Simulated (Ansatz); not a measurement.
# CdSe, response to strain

Take CdSe in the zinc blende structure (space group F-43m, No. 216; a = 6.1332 Å) as the base. Axes: x, y, z lie along the cube axes.

Strains are applied to the cell and any free atomic positions relax; under biaxial strain the out-of-plane vector relaxes too.

Level of theory: Ansatz (a first-principles code), r2SCAN, PAW, cutoff 500 eV, spin-orbit coupling left out.

```json
[
 {"biaxial strain, plane normal [001], relaxed out of plane (%)": "-3", "out-of-plane strain (%)": "4.24"},
 {"biaxial strain, plane normal [001], relaxed out of plane (%)": "-2.5", "out-of-plane strain (%)": "3.55"},
 {"biaxial strain, plane normal [001], relaxed out of plane (%)": "-2", "out-of-plane strain (%)": "2.85"},
 {"biaxial strain, plane normal [001], relaxed out of plane (%)": "-1.5", "out-of-plane strain (%)": "?"},
 {"biaxial strain, plane normal [001], relaxed out of plane (%)": "-1", "out-of-plane strain (%)": "1.45"},
 {"biaxial strain, plane normal [001], relaxed out of plane (%)": "-0.5", "out-of-plane strain (%)": "0.73"},
 {"biaxial strain, plane normal [001], relaxed out of plane (%)": "0", "out-of-plane strain (%)": "0.00"}
]
```

### Question
Fit ε⊥ = −νε + γε² (strains in %) to the rows shown and predict the withheld row.

### Answer
Least squares on the printed values gives ν = 1.46 (the biaxial Poisson response) and γ = -0.016 (largest residual 0.01 %); this predicts 2.15 %, and the run gives 2.15 %, in agreement.

No phonon test of stability was made.
